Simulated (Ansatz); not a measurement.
Worked example: self-consistent single point of NbP (Imm2, 4 atoms in the cell) in Ansatz (a quantum-chemistry and plane-wave program).

Method of the run: PBEsol, default PAW files made with PBE (plane waves; Ansatz).

```yaml
crystal:
  lattice:
    - [-1.68330, 1.68330, 5.76881]
    - [1.68330, -1.68330, 5.76881]
    - [1.68330, 1.68330, -5.76881]
  atoms:
    - { symbol: Nb, position: [0.75421, 0.75421, 0.00000] }
    - { symbol: Nb, position: [0.49988, 0.99988, 0.50000] }
    - { symbol: P, position: [0.33275, 0.33275, 0.00000] }
    - { symbol: P, position: [0.08275, 0.58275, 0.50000] }
```

Reference input (self-consistent single point, DFT, PBEsol, plane waves, default PAW files made with PBE): basis.ecutwfc = 420 eV; kpoints.mp_grid.grid = 10 10 10; hamiltonian.xc = pbesol; hamiltonian.pseudopotentials = {kind: paw} (the program's default PAW files); scf.occupations.method = gaussian; scf.occupations.width = 0.2 eV. This run's input differs from it in these lines:

Ansatz 0.2 input:
```diff
@@ -13,3 +13,3 @@
 kpoints:
-  mp_grid: { grid: [10, 10, 10] }
+  mp_grid: { grid: [8, 8, 8], shift: [0.5, 0.5, 0.5] }
 hamiltonian:
```

Output (repeated stretches shortened):

```
SCF iter   1: F=—  HF=-10475.300589 eV  |F-HF|=—  |Δ(HF+E_count)|=         —  Δρ=8.17e-3  dr2=2.88e-2  ethr=1.77e-3  ⟨swp⟩=5.1  Hψ=9760  notcnv=0
all-band conjugate gradients solve this SCF's bands
preconditioner: auto → Kerker (q_TF=auto, 2.470 Å⁻¹)
SCF iter   2: F=—  HF=-10475.297249 eV  |F-HF|=—  |Δ(HF+E_count)|=   3.34e-3  Δρ=4.59e-3  dr2=8.84e-3  ethr=8.00e-5  ⟨swp⟩=1.0  Hψ=2820  notcnv=0
SCF iter   3: F=—  HF=-10475.296175 eV  |F-HF|=—  |Δ(HF+E_count)|=   1.07e-3  Δρ=6.52e-4  dr2=3.27e-4  ethr=2.46e-5  ⟨swp⟩=2.8  Hψ=3316  notcnv=0
SCF iter   4: F=—  HF=-10475.296106 eV  |F-HF|=—  |Δ(HF+E_count)|=   6.92e-5  Δρ=1.24e-4  dr2=1.08e-5  ethr=9.08e-7  ⟨swp⟩=2.3  Hψ=2829  notcnv=0
SCF iter   5: F=—  HF=-10475.296100 eV  |F-HF|=—  |Δ(HF+E_count)|=   5.43e-6  Δρ=2.15e-5  dr2=4.20e-7  ethr=2.99e-8  ⟨swp⟩=2.4  Hψ=3048  notcnv=0
SCF iter   6: F=-10475.296100 eV  HF=-10475.296100 eV  |F-HF|=9.40e-9  |Δ(HF+E_count)|=   4.56e-8  Δρ=4.72e-6  dr2=2.10e-8  ethr=2.78e-10  ⟨swp⟩=5.5  Hψ=8787  notcnv=0
SCF 1 converged in 6 iterations: F = -10475.296100 eV  dr2 = 2.10e-8
Free energy (F): -10475.296100 eV
Internal energy: -10475.276432 eV  (E = F + TS)
E sigma→0 (E₀):  -10475.286266 eV
Entropy (-TS):   -0.019668 eV (-4.917 meV/atom)
Fermi energy:    14.471113 eV
--- Forces (eV/Å), atoms counted from 1 ---
  atom   1  Nb     0.00000000     0.00000000    -0.69771514
  atom   2  Nb     0.00000000     0.00000000     0.21343616
  atom   3  P      0.00000000     0.00000000     0.26070745
  atom   4  P      0.00000000     0.00000000     0.22358297
--- Stress (GPa, compression-positive) ---
       -8.242379       0.000000       0.000000
        0.000000      -8.974941       0.000000
        0.000000       0.000000      -9.211998
  P = ⅓ Tr σ = -8.8098 GPa (-88.098 kbar)
  The stress holds the Pulay correction. Without it, at fixed plane waves, as pw.x and ABINIT print it: P = -8.8356 GPa
```

The run converged in 6 iterations. Against the reference run the free energy rises by 1.4 meV/atom, the pressure hardly changes (-8.85 to -8.81 GPa) and the largest force goes from 0.710 to 0.698 eV/Å.

The starting cell comes from a database of computed structures (which also holds hypothetical and non-ambient phases and stackings), without a prior relaxation at this level. Its lattice was rescaled by up to half a per cent. One atom was moved a little off its site on purpose. Spin polarisation is off. Ansatz's pressure includes its estimate of the finite-basis (Pulay) stress.
